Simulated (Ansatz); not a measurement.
What pressure 15 GPa does to HgSe

Base system: HgSe in the zinc blende structure (space group F-43m, No. 216; a = 6.133 Å).

It is then changed as follows: cell and atoms relaxed at a pressure of 15 GPa.

Calculations: PBEsol (Ansatz, a quantum-chemistry and plane-wave program, PAW, without spin-orbit coupling). Γ-centred 9×9×9 mesh, Fermi–Dirac width 0.05 eV.

```json
{
 "volume_per_atom": "24.00 Å³ (base 28.84 Å³)",
 "lattice_parameter_a": "5.769 Å (base 6.133 Å)",
 "band_gap": "zero (base zero)"
}
```

A case with no gap was solved on a k-mesh chosen for an insulator, which is coarse for it. With Hg present, leaving out spin-orbit coupling can change the band edges. Load acts through the strain it causes; cell and atoms are relaxed under it. Stability against distortions was not tested. Tetrahedral semiconductors of this kind turn to denser phases somewhere between about 1 and 50 GPa; those were not computed, so compressed cells here can lie past the real transition. The final runs are not spin-polarised. The zero or small gap of HgSe can change with the level of theory.
